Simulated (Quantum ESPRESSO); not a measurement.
Quantum ESPRESSO 7.5, DFT, PBE, plane waves, PseudoDojo 0.5 standard norm-conserving PBE (local tails restored to the Coulomb form): hcp Ru, atoms displaced (Ru6), 6 atoms. Basis and mesh were picked for this test and aren't claimed converged.

* **cell**: 2.71, 2.71, 12.85 Å; 90, 90, 120°
* **distance to the nearest atom**: 2.58 to 2.64 Å
* **task**: scf
* **k mesh**: 6×6×1
* **ecutwfc**: 84 Ry
* **ecutrho**: 336 Ry
* **occupations**: smearing
* **smearing**: mv
* **degauss**: 0.02 Ry
* **conv_thr**: 6e-09 Ry
* **tprnfor**: true
* **tstress**: false
* **k-point pools (-nk)**: 8
* **diagonalization**: david (default)
* **k-points computed**: 20
* **bands**: 58
* **electrons**: 96
* **G-vectors of the density**: 56955
* **FFT grid**: 30×30×144

One run each.

All on 8 ranks. Base settings, kept where nothing else is said: mixing_mode = plain (default), mixing_beta = 0.7 (default), mixing_ndim = 8 (default). The settings tried:
- mixing_mode = local-TF
- mixing_ndim = 4
- mixing_beta = 1
- mixing_mode = TF
- mixing_ndim = 2
- mixing_mode = TF, mixing_beta = 0.4
- mixing_beta = 0.1
- mixing_mode = local-TF, mixing_beta = 0.4
- the base settings
- mixing_beta = 0.2
- mixing_mode = TF, mixing_beta = 0.1
- mixing_mode = local-TF, mixing_beta = 0.2
- mixing_beta = 0.4
- mixing_mode = local-TF, mixing_beta = 0.1
- mixing_mode = TF, mixing_beta = 0.2
- mixing_mode = TF, mixing_beta = 1

Q: Which settings need the fewest SCF iterations, which the most, and do any fail to converge?

A: Fewest SCF iterations, with those close behind: mixing_mode = local-TF, mixing_beta = 0.4 (10); mixing_mode = local-TF (10); mixing_mode = TF, mixing_beta = 0.4 (11); mixing_mode = TF, mixing_beta = 1 (11); mixing_mode = TF (12). Most among those that reach the base run's result: mixing_beta = 1 (22); mixing_beta = 0.1 (22); mixing_mode = TF, mixing_beta = 0.1 (19); mixing_beta = 0.2 (19); the base settings (19). No count from: mixing_ndim = 2 (unfinished when stopped at the time that we allowed, after 41 SCF iterations); mixing_ndim = 4 (unfinished when stopped at the time that we allowed, after 84 SCF iterations). All the others converged.

```tsv
setting	SCF iterations	end
mixing_mode = local-TF, mixing_beta = 0.4	10	converged
mixing_mode = local-TF	10	converged
mixing_mode = TF, mixing_beta = 0.4	11	converged
mixing_mode = TF, mixing_beta = 1	11	converged
mixing_mode = TF	12	converged
mixing_mode = local-TF, mixing_beta = 0.2	14	converged
mixing_mode = local-TF, mixing_beta = 0.1	15	converged
mixing_beta = 0.4	17	converged
mixing_mode = TF, mixing_beta = 0.2	18	converged
the base settings	19	converged
mixing_beta = 0.2	19	converged
mixing_mode = TF, mixing_beta = 0.1	19	converged
mixing_beta = 0.1	22	converged
mixing_beta = 1	22	converged
```

1 planned setting was not run, for want of time.
